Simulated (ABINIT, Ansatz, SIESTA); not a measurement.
## Code comparison for Bi (R-3m, 2 atoms in the cell)

Self-consistent single point.

```xyz
2
Lattice="4.1658 -2.2750 0.0000 4.1658 2.2750 0.0000 2.9234 0.0000 3.7394" Properties=species:S:1:pos:R:3 pbc="T T T"
Bi     2.6337     0.0000     0.8750
Bi     8.6214     0.0000     2.8644
```

Shared settings, as Ansatz (a quantum-chemistry and plane-wave program) writes them: kpoints.mp_grid.grid = 6 6 6; magnetization.spin_orbit = true; scf.occupations.method = fermi_dirac; scf.occupations.width = 0.1 eV. Potentials and cutoffs stand in the table.

| code | model | pressure (GPa) | largest force (eV/Å) | cutoff |
|---|---|---|---|---|
| ABINIT | PBE, spin-orbit coupling, norm-conserving pseudopotentials (PseudoDojo nc-fr-04 PBE standard) | 2.59 | 0.078 | 66 Ry |
| Ansatz | PBE with spin-orbit coupling, default PAW files | 2.59 | 0.066 | default |
| SIESTA | GGA PBE with spin-orbit coupling, numerical atomic orbitals DZP, PseudoDojo PBE fully relativistic norm-conserving potentials (rewritten from UPF to PSML) | – | 0.238 | grid 350 Ry |

A dash marks a value that a program does not give, or that is left out as unsure.

The spread over the programs that give each value: pressure within 0.00 GPa; largest force within 0.172 eV/Å.

SIESTA uses small atom-centred bases, whose incompleteness enters pressures, forces and empty levels differently from a plane-wave cutoff. Ansatz's pressure is given at a fixed set of plane waves, as the other plane-wave codes print theirs. In the force vectors, SIESTA (by 0.165) lies more than 0.08 eV/Å from the median of the plane-wave programs.

The starting cell has typed, rounded lattice constants, without a prior relaxation at this level.

Left out of this page: Elk and FLEUR (with a known weakness of the program).

Keys are those of Ansatz 0.2.
